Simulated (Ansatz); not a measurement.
Ansatz (an electronic-structure program) run on Bi2PdPt (P-3m1, 4 atoms in the cell): zone-centre phonon calculation.

Computed with LDA (PW92), default PAW files made with PBE (plane waves; Ansatz).

```yaml
crystal:
  lattice:
    - [4.30734, 0.00000, 0.00000]
    - [-2.15367, 3.73027, 0.00000]
    - [0.00000, 0.00000, 5.59778]
  atoms:
    - { symbol: Bi, position: [0.33333, 0.66667, 0.24488] }
    - { symbol: Bi, position: [0.66667, 0.33333, 0.75512] }
    - { symbol: Pd, position: [0.00000, 0.00000, 0.50000] }
    - { symbol: Pt, position: [0.00000, 0.00000, 0.00000] }
```

Reference input (self-consistent single point, DFT, LDA (PW92), plane waves, default PAW files made with PBE): basis.ecutwfc = 30.9 Ry; kpoints.mp_grid.grid = 9 9 6; hamiltonian.xc = lda; hamiltonian.pseudopotentials = {kind: paw} (the program's default PAW files); scf.occupations.method = fermi_dirac; scf.occupations.width = 0.0073 Ry. This run's input differs from it in these lines:

Ansatz 0.2 input:
```diff
@@ -11,3 +11,3 @@
 basis:
-  ecutwfc: 30.9 Ry
+  ecutwfc: 15.4 Ry
 kpoints:
@@ -19,6 +19,4 @@
   occupations: { method: fermi_dirac, width: 0.0073 Ry }
-output:
-  forces: true
-  eigenvalues: true
-  stress: true
+phonons:
+  method: dfpt
```

The program printed (abridged):

```
SCF iter   1: F=—  HF=-43236.152066 eV  |F-HF|=—  |Δ(HF+E_count)|=         —  Δρ=9.60e-2  dr2=4.94e0  ethr=1.77e-3  ⟨swp⟩=5.9  Hψ=21206  notcnv=0  defer=17
all-band conjugate gradients solve this SCF's bands
preconditioner: auto → LDOS
SCF iter   2: F=—  HF=-43235.321230 eV  |F-HF|=—  |Δ(HF+E_count)|=   8.31e-1  Δρ=6.45e-2  dr2=3.33e0  ethr=1.77e-3  ⟨swp⟩=3.0  Hψ=12505  notcnv=0  defer=77
   [... lines left out ...]
SCF iter   7: F=—  HF=-43234.217648 eV  |F-HF|=—  |Δ(HF+E_count)|=   1.22e-5  Δρ=1.10e-5  dr2=1.40e-7  ethr=3.79e-9  ⟨swp⟩=2.8  Hψ=9067  notcnv=0  defer=96
SCF iter   8: F=—  HF=-43234.217648 eV  |F-HF|=—  |Δ(HF+E_count)|=   3.90e-9  Δρ=1.47e-6  dr2=9.17e-10  ethr=2.12e-10  ⟨swp⟩=2.1  Hψ=6362  notcnv=0  defer=96
SCF iter   9: F=—  HF=-43234.217648 eV  |F-HF|=—  |Δ(HF+E_count)|=  2.47e-10  Δρ=2.67e-7  dr2=3.62e-11  ethr=1.39e-12  ⟨swp⟩=2.5  Hψ=8824  notcnv=0  defer=96
SCF iter  10: F=-43234.217648 eV  HF=-43234.217648 eV  |F-HF|=7.28e-12  |Δ(HF+E_count)|=  1.46e-11  Δρ=4.88e-8  dr2=1.74e-12  ethr=1.00e-12  ⟨swp⟩=7.8  Hψ=24248  notcnv=0
SCF 1 converged in 10 iterations: F = -43234.217648 eV  dr2 = 1.74e-12
DFPT response loops at Γ: preconditioner auto → Kerker (q_TF=auto, 2.591 Å⁻¹) (partly filled bands, converged f_vac=0.015) …
Free energy (F): -43234.217648 eV
Internal energy: -43234.149782 eV  (E = F + TS)
E sigma→0 (E₀):  -43234.183715 eV
Entropy (-TS):   -0.067866 eV (-16.966 meV/atom)
Fermi energy:    15.009214 eV
--- Phonons (Γ-DFPT): 6 representative perturbations + reference, on 140 of 486 k-points (Σ response iterations 18) ---
  k mesh reduced under 2 symmetry operations, with k and −k counted as one. Each operation leaves every solved perturbation unchanged …
  ASR residual: 3.940e-4 → 0.000e0 eV/Å²; symmetrization residual: 3.747e-5 eV/Å²
  ASR residual per site (eV/Å²): 4.68e-5 4.68e-5 3.43e-4 3.94e-4
  Γ frequencies (cm⁻¹): -63.23 -63.23 -15.76 0.00 0.00 0.00 48.43 48.43 59.44 59.44 72.60 74.35
  non-analytic LO–TO correction: not included (Born effective charges unavailable; polar crystals: no LO–TO splitting at Γ)
```

The run converged in 10 iterations. 

Summary of the result:
- Free energy E − TS (on the zero of these files): -43234.2176 eV
- Fermi level (on the code's own zero): 15.01 eV
- Zone-centre frequencies (cm⁻¹; negative means imaginary): -63, -63, -16, 0, 0, 0, 48, 48, 59, 59, 73, 74

The starting cell comes from a database of computed structures (which also holds hypothetical and non-ambient phases and stackings), without a prior relaxation at this level. Its lattice was rescaled by up to half a per cent. Spin-orbit coupling is off. Spin polarisation is off. The cutoff lies below the one recommended for these files.

Cost on one core of a shared machine: roughly 2 min.
